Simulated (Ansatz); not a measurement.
Effect of pressure 5 GPa on Si

The reference is Si (space group Ia-3, No. 206; a = 6.601 Å).

It is then changed as follows: a hydrostatic pressure of 5 GPa.

Level of theory: PBEsol/PAW in Ansatz (a quantum-chemistry and plane-wave program), scalar-relativistic without spin-orbit coupling, earlier PAW set. Γ-centred 10×10×10 mesh, Fermi–Dirac width 0.05 eV.

```json
[
 {"quantity": "volume per atom", "base": "17.98 Å³", "changed": "17.11 Å³", "shift": "-0.87 Å³"},
 {"quantity": "density", "base": "2.59 g/cm³", "changed": "2.73 g/cm³", "shift": "+0.131 g/cm³"},
 {"quantity": "lattice parameter a", "base": "12.475 bohr", "changed": "12.271 bohr", "shift": "-0.204 bohr"},
 {"quantity": "shortest interatomic distance", "base": "4.421 bohr", "changed": "4.401 bohr", "shift": "-0.020 bohr"},
 {"quantity": "enthalpy H = E + PV relative to the base's energy", "base": "–", "changed": "+0.55 eV/atom", "shift": "–"},
 {"quantity": "band gap", "base": "zero", "changed": "zero", "shift": "–"}
]
```

Load acts through the strain it causes; cell and atoms are relaxed under it. Stability against distortions was not tested. No other phases were tried under pressure. This is not the structure that Si has at room temperature and ambient pressure. A zero or small gap of Si can be the functional's error rather than a property of the material.
